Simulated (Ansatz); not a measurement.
Band structure of CsMg₆Co (Amm2, 8 atoms in the cell).

```
CsMg6Co
1.0
    3.28965     0.00000     0.00000
    0.00000     3.86700     9.02201
    0.00000    -3.86700     9.02201
Cs Mg Co
1 6 1
Direct
  0.50000   0.72215   0.72215
  0.00000   0.73437   0.34987
  0.00000   0.34987   0.73437
  0.00000   0.29064   0.29064
  0.50000   0.69418   0.11242
  0.50000   0.11242   0.69418
  0.50000   0.11129   0.11129
  0.00000   0.98507   0.98507
```

Level of theory: PBEsol, PAW files made with PBE (plane waves; Ansatz, a first-principles code).

Settings: kpoints.mp_grid.grid = 5 3 3; hamiltonian.xc = pbesol; hamiltonian.pseudopotentials = {kind: paw} (the program's default PAW files); scf.occupations.method = gaussian; scf.occupations.width = 0.01 Ry; kpoints.band_path.npoints = 8.

The starting cell comes from a database of computed structures (which also holds hypothetical and non-ambient phases and stackings), without a prior relaxation at this level. Its lattice was rescaled by a random factor within 2.5 % of one. Spin polarisation is off.

Levels in eV from the Fermi level, bands 41 to 48:
```tsv
point	41	42	43	44	45	46	47	48
Γ	-0.59	-0.51	-0.47	-0.47	0.13	0.81	1.51	1.99
X	-0.75	-0.48	-0.47	-0.38	0.06	0.77	0.97	1.62
S	-0.76	-0.48	-0.47	-0.42	0.29	0.57	1.24	1.86
R	-0.72	-0.18	-0.04	0.11	0.54	0.62	1.67	1.98
A	-0.69	-0.23	-0.20	0.21	0.82	0.83	1.38	1.44
Z	-0.41	-0.40	0.14	0.35	0.50	0.56	0.64	0.76
Y	-0.83	-0.56	-0.47	-0.47	0.10	0.34	1.48	2.28
X1	-0.75	-0.48	-0.47	-0.38	0.06	0.77	0.97	1.62
A1	-0.69	-0.23	-0.20	0.21	0.82	0.83	1.38	1.44
T	-0.60	-0.43	0.29	0.43	0.83	0.90	1.06	1.33
```

Bands cross the Fermi level along this path, so the cell is metallic at this level.

Keys are those of Ansatz 0.2.
